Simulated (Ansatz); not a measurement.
Results of PBEsol (Ansatz, a first-principles code, plane waves, PAW) for B20 (FeSi-type) CoSi.

Input:

Ansatz 0.2 input:
```yaml
crystal:
  lattice:
    - [4.38572691, 0.0, 0.0]
    - [0.0, 4.38572691, 0.0]
    - [0.0, 0.0, 4.38572691]
  atoms:
    - { symbol: Co, position: [0.854367348, 0.645632652, 0.354367348] }
    - { symbol: Co, position: [0.354367348, 0.854367348, 0.645632652] }
    - { symbol: Co, position: [0.145632652, 0.145632652, 0.145632652] }
    - { symbol: Co, position: [0.645632652, 0.354367348, 0.854367348] }
    - { symbol: Si, position: [0.1566772246, 0.3433227754, 0.6566772246] }
    - { symbol: Si, position: [0.6566772246, 0.1566772246, 0.3433227754] }
    - { symbol: Si, position: [0.8433227754, 0.8433227754, 0.8433227754] }
    - { symbol: Si, position: [0.3433227754, 0.6566772246, 0.1566772246] }
basis:
  ecutwfc: 520
  ecutrho_ratio: 4
  xc_grid: 2
kpoints:
  mp_grid: { grid: [12, 12, 12] }
hamiltonian:
  xc: pbesol
  dispersion: none
  pseudopotentials: { kind: paw }
scf:
  occupations: { method: fermi_dirac, width: 0.05 }
  convergence: { dr2_threshold: 0.0000000008 }
output:
  forces: true
  stress: true
  eigenvalues: true
```

Output (set-up and result lines):

```
Crystal: 8 atoms, lattice volume = 84.358 Å³
Basis set: ecut = 520 eV, 2301 PW (Γ), exchange–correlation on 72×72×72 points (8 copies of the dense FFT grid, shifted against one another)
Bands: 51, of which v1, the nominal top of the filled ones, is band 42 counted from 1 (41 counted from 0)
Symmetry: 12 space group operations
Space group: P213 (ITA 198), of the structure as read, at distance tolerance 4.4e-5 Å
k-points: 119 of 1728 (time reversal used)
Functional: x = pbesol(κ = 0.804, μ = 0.12345679012345678), c = pbesol(β = 0.046)
SCF iter   1: F=—  HF=-22863.809113 eV  |F-HF|=—  |Δ(HF+E_count)|=         —  Δρ=1.65e-2  dr2=1.01e-1
SCF iter   2: F=—  HF=-22863.789133 eV  |F-HF|=—  |Δ(HF+E_count)|=   2.00e-2  Δρ=4.64e-3  dr2=6.96e-3
  ...
SCF iter   7: F=—  HF=-22863.788056 eV  |F-HF|=—  |Δ(HF+E_count)|=  3.13e-10  Δρ=4.35e-6  dr2=8.30e-9
SCF iter   8: F=-22863.788056 eV  HF=-22863.788056 eV  |F-HF|=2.40e-10  |Δ(HF+E_count)|=   5.27e-9  Δρ=6.44e-7  dr2=4.11e-10
SCF 1 converged in 8 iterations: F = -22863.788056 eV  dr2 = 4.11e-10
SCF converged after 8 iterations
Free energy (F): -22863.788056 eV
Internal energy: -22863.775495 eV  (E = F + TS)
E sigma→0 (E₀):  -22863.781776 eV
Fermi energy:    17.209021 eV
--- Forces (eV/Å), atoms counted from 1 ---
  atom   1  Co    -0.00021307     0.00021307    -0.00021307
  atom   2  Co    -0.00021307    -0.00021307     0.00021307
  atom   3  Co     0.00021307     0.00021307     0.00021307
  atom   4  Co     0.00021307    -0.00021307    -0.00021307
  atom   5  Si     0.00232244    -0.00232244     0.00232244
  atom   6  Si     0.00232244     0.00232244    -0.00232244
  atom   7  Si    -0.00232244    -0.00232244    -0.00232244
  atom   8  Si    -0.00232244     0.00232244     0.00232244
--- Stress (GPa, compression-positive) ---
       -0.001045      -0.000000       0.000000
       -0.000000      -0.001045       0.000000
        0.000000       0.000000      -0.001045
  P = ⅓ Tr σ = -0.0010 GPa (-0.010 kbar)
```

The PAW data were made under PBE.

Computing time: roughly 60 core-seconds.
